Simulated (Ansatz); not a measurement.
Results of LDA (PAW; Ansatz, a program for electronic structure) for CaTiO3 (model structure, R3c, No. 161, 10 atoms in the cell).

Settings: plane-wave cutoff 520 eV, 8×8×8 k mesh, Fermi–Dirac smearing 0.01 eV, no spin polarisation, scalar-relativistic PAW data made under PBE.

Cell (relaxed at this level):

Space group R3c, hexagonal axes (No. 161); a = b = 5.348 Å, c = 13.143 Å, α = β = 90.00°, γ = 120.00°

```csv
atom,site,symmetry,x,y,z
Ca,6a,3.,0.0000,0.0000,0.2247
Ti,6a,3.,0.0000,0.0000,0.4844
O,18b,1,0.2373,0.3285,0.0802
```
(The calculation used a cell of 10 atoms; values per cell refer to that cell.)

Predict the band gap, smallest direct gap on the k points sampled and direct gap at Γ.


- band gap: 2.82 eV (indirect)
- smallest direct gap on the k points sampled: 2.92 eV
- direct gap at Γ: 2.96 eV

Note: the relaxation could raise the start's symmetry but not lower it, so the cell can be a saddle point.

Static lattice: no zero-point or thermal effects.

A model structure was made by putting elements into a prototype or built by hand; it is no filed structure, need not be a known phase, and can be a saddle point held by its symmetry.
